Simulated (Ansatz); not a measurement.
A periodic model of amorphous hafnium silicate (Hf$_{18}$O$_{38}$Si):

```yaml
crystal:
  lattice:
    - [9.14200, -0.03990, 0.12863]
    - [-0.03990, 8.99603, -0.29132]
    - [0.12863, -0.29132, 9.03931]
  atoms:
    - { symbol: Hf, position: [0.28212, 0.78672, 0.16213] }
    - { symbol: Hf, position: [0.80112, 0.88799, 0.69616] }
    - { symbol: Hf, position: [0.36841, 0.12434, 0.04354] }
    - { symbol: Hf, position: [0.57016, 0.16967, 0.69479] }
    - { symbol: Hf, position: [0.32773, 0.62438, 0.49119] }
    - { symbol: Hf, position: [0.96521, 0.24973, 0.74238] }
    - { symbol: Hf, position: [0.69609, 0.96893, 0.12105] }
    - { symbol: Hf, position: [0.94247, 0.58879, 0.88168] }
    - { symbol: Hf, position: [0.02897, 0.99672, 0.01642] }
    - { symbol: Hf, position: [0.63384, 0.58925, 0.27323] }
    - { symbol: Hf, position: [0.24635, 0.89324, 0.75119] }
    - { symbol: Hf, position: [0.15788, 0.42062, 0.12352] }
    - { symbol: Hf, position: [0.47137, 0.97819, 0.40792] }
    - { symbol: Hf, position: [0.95456, 0.72704, 0.32741] }
    - { symbol: Hf, position: [0.22918, 0.26560, 0.42745] }
    - { symbol: Hf, position: [0.85666, 0.22600, 0.36004] }
    - { symbol: Hf, position: [0.70431, 0.50146, 0.61459] }
    - { symbol: Hf, position: [0.33067, 0.47939, 0.82206] }
    - { symbol: O, position: [0.60959, 0.94084, 0.59960] }
    - { symbol: O, position: [0.24808, 0.92229, 0.98723] }
    - { symbol: O, position: [0.82641, 0.91447, 0.93931] }
    - { symbol: O, position: [0.44893, 0.73869, 0.31447] }
    - { symbol: O, position: [0.53530, 0.54843, 0.47949] }
    - { symbol: O, position: [0.98275, 0.57365, 0.10500] }
    - { symbol: O, position: [0.02465, 0.19405, 0.52697] }
    - { symbol: O, position: [0.88497, 0.09208, 0.17111] }
    - { symbol: O, position: [0.40775, 0.06134, 0.81580] }
    - { symbol: O, position: [0.31538, 0.08401, 0.28317] }
    - { symbol: O, position: [0.48189, 0.92055, 0.11804] }
    - { symbol: O, position: [0.28483, 0.61028, 0.02866] }
    - { symbol: O, position: [0.60518, 0.18232, 0.03249] }
    - { symbol: O, position: [0.53699, 0.39587, 0.74806] }
    - { symbol: O, position: [0.35367, 0.33800, 0.98723] }
    - { symbol: O, position: [0.60376, 0.50431, 0.06334] }
    - { symbol: O, position: [0.31654, 0.41461, 0.29516] }
    - { symbol: O, position: [0.41625, 0.16652, 0.53513] }
    - { symbol: O, position: [0.34686, 0.68317, 0.72791] }
    - { symbol: O, position: [0.72064, 0.28243, 0.54035] }
    - { symbol: O, position: [0.07959, 0.05880, 0.79153] }
    - { symbol: O, position: [0.91600, 0.46051, 0.68241] }
    - { symbol: O, position: [0.25846, 0.43144, 0.59674] }
    - { symbol: O, position: [0.66297, 0.06282, 0.33360] }
    - { symbol: O, position: [0.05964, 0.76361, 0.81988] }
    - { symbol: O, position: [0.75284, 0.77201, 0.21755] }
    - { symbol: O, position: [0.06768, 0.86628, 0.18920] }
    - { symbol: O, position: [0.75146, 0.67744, 0.76458] }
    - { symbol: O, position: [0.80665, 0.57821, 0.41944] }
    - { symbol: O, position: [0.04487, 0.33826, 0.30294] }
    - { symbol: O, position: [0.73605, 0.36197, 0.23391] }
    - { symbol: O, position: [0.10899, 0.42018, 0.87028] }
    - { symbol: O, position: [0.78470, 0.11528, 0.74811] }
    - { symbol: O, position: [0.82963, 0.35380, 0.93485] }
    - { symbol: O, position: [0.16633, 0.65928, 0.33816] }
    - { symbol: O, position: [0.14543, 0.18728, 0.06565] }
    - { symbol: O, position: [0.29924, 0.86677, 0.53286] }
    - { symbol: O, position: [0.92603, 0.85353, 0.51608] }
    - { symbol: Si, position: [0.69352, 0.34610, 0.05490] }
```

Methods: PBE, scalar-relativistic without spin-orbit coupling (Ansatz, a quantum-chemistry and plane-wave program); r2SCAN, scalar-relativistic without spin-orbit coupling (Ansatz); HSE06, scalar-relativistic without spin-orbit coupling (Ansatz). Neutral PBE cell, which sets geometry, pressure and energy: sampling: a 2×2×2 Γ-centred mesh; Fermi-Dirac width 0.02 eV; no spin polarisation. Exact exchange is cut at the faces of this 9 Å cell, which leaves hybrid gaps a finite-size error.

The cell was made by melting and quenching with the CHGNet potential and then relaxed with DFT. O atoms were pushed apart under 1.9 Å during the dynamics, to hinder bonds among them. The hot cell started wider than the set density and was brought back towards it in steps. It is the lowest in DFT energy of 2 quenches. It is a model cell: composition and starting density were chosen by hand, and all elements were melted together. No dispersion term was used. Its density started from a set value of 8.61 and ended at 8.61 g/cm³. The quench (nominally 450 K/ps over its main leg) was far faster than any real one, so the model tends to hold more defects than a real film. One small periodic cell is one sample of the glass; other quenches scatter about these values. The volume was held where the preparation left it and the shape relaxed.

Question: Give the pressure, the energy against reference phases and the spacing of the highest filled and lowest empty levels.

Answer: 
```yaml
Pressure on a 2×2×2 Γ-centred mesh: -0.88 GPa
Largest force and stress component on that mesh (the relaxation ran on the zone centre alone): 0.11 eV/Å and 0.9 GPa
Energy relative to HfO2 (P2_1/c) + HfSiO4 (I4_1/amd) (lowest mix at this level among the phases computed, not always the ambient ones): 0.179 eV/atom
Level gap on a 2×2×2 Γ-centred mesh (PBE): 3.72 eV
Level gap at the zone centre (PBE): 3.73 eV
Level gap at the zone centre (r2SCAN): 4.20 eV
Level gap at the zone centre (HSE06): 5.30 eV
Distance between the nearest levels spread over more than a fifth of the atoms or a third of the atoms of their main element (six at least) (PBE, zone centre): 4.09 eV
```

Question: At PBE and the zone centre, how localised are the states just below and above the Fermi level (participation number: the atoms over which a state spreads)?

Answer: The highest filled state is spread over 4.7 atoms' worth, largest on O33, with weights by element (charge in smoothed Voronoi cells) O 0.95, Hf 0.05, Si 0.00. The lowest empty state is spread over 24.4 atoms' worth, largest on Hf6, with weights by element (charge in smoothed Voronoi cells) Hf 0.54, O 0.46, Si 0.00.

At PBE the levels at the filled edge of the gap are localised (band-tail or defect states), and the nearest spread-out levels lie 4.1 eV apart at the zone centre.

Bonds are counted up to Hf-Hf 3.34 Å, Hf-O 2.50 Å, Hf-Si 2.89 Å, O-O 1.58 Å, O-Si 2.12 Å, Si-Si 2.60 Å. Two cations that share two anions don't count as bonded, nor two that share one unless they lie closer than Hf-Hf 3.25 Å, Hf-Si 2.81 Å, Si-Si 2.38 Å.

Added carriers, by Ansatz with PBE, scalar-relativistic without spin-orbit coupling on the zone centre alone. Charged cells keep the cell fixed and stand in a uniform background, with no image correction, at a width of 0.01 eV; where the count is odd the moment is locked at 1 μB, unless the neutral cell bore moments. Each starts from the undistorted neutral geometry alone. PBE's self-interaction favours spread-out carriers, so it can miss traps that a hybrid finds.

Question: What happens at PBE when the cell takes an extra electron and the atoms relax?

Answer: Relaxation lowers the charged cell by 0.18 eV. The largest moves are O52 0.13 Å, O39 0.13 Å, Hf6 0.12 Å, Hf9 0.11 Å. The level that holds the added charge spreads over 10.0 atoms' worth, most on Hf6 (weight 0.22): a partly localised carrier. No bond crosses its cut-off with a change of over 0.15 Å (metal-metal contacts aside). Made neutral again at that geometry, the cell lies +0.43 eV from the neutral start.

Question: What happens at PBE when the cell takes a hole and the atoms relax?

Answer: Relaxation lowers the charged cell by 0.34 eV. The largest moves are O34 0.13 Å, Hf3 0.11 Å, Hf12 0.10 Å, O33 0.10 Å. The level that was emptied spreads over 3.7 atoms' worth, most on O33 (weight 0.38): a localised (trapped) carrier, which neighbours of that atom can share. No bond crosses its cut-off with a change of over 0.15 Å (metal-metal contacts aside). Made neutral again at that geometry, the cell lies +0.67 eV from the neutral start.
